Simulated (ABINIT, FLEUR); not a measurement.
A FLEUR input for a self-consistent single point of Ti6O (P-31m, 7 atoms in the cell) (DFT, PBEsol, all-electron FLAPW (FLEUR), scalar-relativistic valence):

Input of the input generator:

```
scf Ti6O
&input film=f /
9.6466552190 -0.0000000453 0.0000000000
-4.8233275703 8.3542485039 0.0000000000
0.0000000000 0.0000000000 8.9394439188
1.0
1.0 1.0 1.0

7
22 0.6688600000 0.6688600000 0.2607300000
22 0.3311400000 0.3311400000 0.7392700000
22 0.3311400000 0.0000000000 0.2607300000
22 0.6688600000 0.0000000000 0.7392700000
22 0.0000000000 0.3311400000 0.2607300000
22 0.0000000000 0.6688600000 0.7392700000
8 0.0000000000 0.0000000000 0.0000000000

&comp jspins=1 /
&exco xctyp='PBEs' /
&kpt div1=5 div2=5 div3=5 /
&end /
```

```xml
<?xml version="1.0" encoding="UTF-8" standalone="no"?>
<fleurInput fleurInputVersion="0.39">
   <comment>
      scf Ti6O                                                                                            
   </comment>
   <calculationSetup>
      <cutoffs Kmax="4.5" Gmax="18.0" GmaxXC="18.0" numbands="0"/>
      <scfLoop itmax="60" minDistance="0.00001" maxIterBroyd="15" imix="Anderson" alpha="0.05" precondParam="0.0" spinf="2.0"/>
      <coreElectrons ctail="T" frcor="F" kcrel="0" coretail_lmax="0"/>
      <xcFunctional name="PBEs" relativisticCorrections="F"/>
      <magnetism jspins="1"/>
      <soc l_soc="F" theta="0.0" phi="0.0" spav="F"/>
      <expertModes spex="0" secvar="F"/>
      <geometryOptimization l_f="T" forcealpha="1.0" forcemix="BFGS" epsdisp="0.00001" epsforce="0.00001"/>
      <ldaU l_linMix="F" mixParam="0.05" spinf="1.0"/>
   </calculationSetup>
   <cell>
      <bzIntegration valenceElectrons="78.0" mode="gauss" fermiSmearingEnergy="0.00183747">
         <kPointListSelection listName="default-1"/>
         <!-- k-points included here -->
         <xi:include xmlns:xi="http://www.w3.org/2001/XInclude" href="kpts.xml"> </xi:include>
      </bzIntegration>
      <!-- symmetry operations included here -->
      <xi:include xmlns:xi="http://www.w3.org/2001/XInclude" href="sym.xml"> </xi:include>
      <bulkLattice scale="1.0">
         <bravaisMatrix>
            <row-1>    9.6466552189999994    -0.0000000453000000     0.0000000000000000</row-1>
            <row-2>   -4.8233275703000000     8.3542485038999992     0.0000000000000000</row-2>
            <row-3>    0.0000000000000000     0.0000000000000000     8.9394439188000003</row-3>
         </bravaisMatrix>
      </bulkLattice>
   </cell>
   <atomSpecies>
      <species name="Titanium (Ti)" element="Ti" atomicNumber="22">
         <mtSphere radius="2.36" gridPoints="813" logIncrement="0.015"/>
         <atomicCutoffs lmax="10" lnonsphr="8"/>
         <electronConfig flipSpins="F">
            <coreConfig>(1s1/2) (2s1/2) (2p1/2) (2p3/2)</coreConfig>
            <valenceConfig>(3s1/2) (3p1/2) (3p3/2) (4s1/2) (3d3/2) (3d5/2)</valenceConfig>
            <stateOccupation state="(3d3/2)" spinUp="0.4" spinDown="0.4"/>
            <stateOccupation state="(3d5/2)" spinUp="0.6" spinDown="0.6"/>
         </electronConfig>
         <energyParameters s="4" p="4" d="3" f="4"/>
         <lo type="SCLO" l="0" n="3" eDeriv="0"/>
         <lo type="SCLO" l="1" n="3" eDeriv="0"/>
      </species>
      <species name="Oxygen (O)" element="O" atomicNumber="8">
         <mtSphere radius="1.33" gridPoints="461" logIncrement="0.023"/>
         <atomicCutoffs lmax="6" lnonsphr="4"/>
         <electronConfig flipSpins="F">
            <coreConfig>(1s1/2)</coreConfig>
            <valenceConfig>(2s1/2) (2p1/2) (2p3/2)</valenceConfig>
            <stateOccupation state="(2p1/2)" spinUp="0.6666666666667" spinDown="0.6666666666667"/>
            <stateOccupation state="(2p3/2)" spinUp="1.3333333333333" spinDown="1.3333333333333"/>
         </electronConfig>
         <energyParameters s="2" p="2" d="3" f="4"/>
      </species>
   </atomSpecies>
   <atomGroups>
      <atomGroup species="Titanium (Ti)">
         <relPos label="                   1">-.3311400000 -.3311400000 .2607300000</relPos>
         <relPos label="                   2">.3311400000 .3311400000 -.2607300000</relPos>
         <relPos label="                   3">.3311400000 .0000000000 .2607300000</relPos>
         <relPos label="                   4">-.3311400000 .0000000000 -.2607300000</relPos>
         <relPos label="                   5">.0000000000 .3311400000 .2607300000</relPos>
         <relPos label="                   6">.0000000000 -.3311400000 -.2607300000</relPos>
         <force calculate="T" relaxXYZ="TTT"/>
      </atomGroup>
      <atomGroup species="Oxygen (O)">
         <relPos label="                   7">.0000000000 .0000000000 .0000000000</relPos>
         <force calculate="T" relaxXYZ="TTT"/>
      </atomGroup>
   </atomGroups>
   <output dos="F" band="F" slice="F">
      <checks vchk="F" cdinf="F"/>
      <bandDOS minEnergy="-.5*Htr" maxEnergy="0.5*Htr" sigma="0.015" storeEVData="T"/>
      <vacuumDOS vacdos="F" integ="F" star="F" nstars="0" locx1="0.0" locy1="0.0" locx2="0.0" locy2="0.0" nstm="0" tworkf="0.0"/>
      <unfoldingBand unfoldBand="F" supercellX="1" supercellY="1" supercellZ="1"/>
      <plotting iplot="0" polar="F">
         <plot TwoD="T" vec1="  1.0  0.0  0.0" vec2="  0.0  1.0  0.0" vec3="  0.0  0.0  1.0" zero="  0.0  0.0  0.0" file="plot"/>
      </plotting>
      <chargeDensitySlicing numkpt="0" minEigenval="0.0" maxEigenval="0.0" nnne="0" pallst="F"/>
      <specialOutput eonly="F"/>
      <magneticCircularDichroism mcd="F" energyLo="-10.0" energyUp="0.0"/>
   </output>
  <!-- We include the file relax.xml here to enable relaxations (see documentation) -->
  <xi:include xmlns:xi="http://www.w3.org/2001/XInclude" href="relax.xml"> <xi:fallback/> </xi:include>
</fleurInput>
```

Translate this input to ABINIT.

One input that does it (others would too):

```
# Ti6O, JTH v2.0 PBE PAW
pp_dirpath "./"
pseudos "Ti.GGA_PBE-JTH.xml, O.GGA_PBE-JTH.xml"
acell 3*1.0
rprim
         9.6466552190   -0.0000000453    0.0000000000
        -4.8233275703    8.3542485039    0.0000000000
         0.0000000000    0.0000000000    8.9394439188
natom 7
ntypat 2
znucl 22 8
typat 1 1 1 1 1 1 2
xred
         0.6688600000    0.6688600000    0.2607300000
         0.3311400000    0.3311400000    0.7392700000
         0.3311400000    0.0000000000    0.2607300000
         0.6688600000    0.0000000000    0.7392700000
         0.0000000000    0.3311400000    0.2607300000
         0.0000000000    0.6688600000    0.7392700000
         0.0000000000    0.0000000000    0.0000000000
ecut 816 eV
pawecutdg 1633 eV
pawxcdev 0
ixc -116133
occopt 7
tsmear 0.00183747
nband 49
kptopt 1
ngkpt 5 5 5
nshiftk 1
shiftk 0 0 0
nstep 50
toldfe 1.0e-09
prtwf 0
prtden 0
prtvol 1
enunit 2
```

Basis, cutoffs, solver keys and any potentials are the target program's own. This input uses DFT, PBEsol, plane waves, PAW (JTH v2.0 PBE PAW, files made for PBE).

The starting cell comes from a database of computed structures (which also holds hypothetical and non-ambient phases and stackings), without a prior relaxation at this level.
